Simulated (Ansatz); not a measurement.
A. MgO in the rock salt structure
B. Rh in the fcc (Cu type) structure
C. fcc (Cu type) Cu
D. Ba (bcc (W type), Im-3m)

Task: Rank these crystals by Grüneisen parameter at 300 K, lowest first, as quasi-harmonic approximation on Ansatz (a first-principles code), PBEsol functional, plane-wave PAW gives it.

Result: D (0.71), A (1.60), C (2.07), B (2.34)

 Spin-orbit coupling is not included.

No phase change or melting is allowed for: the numbers belong to this structure as given.
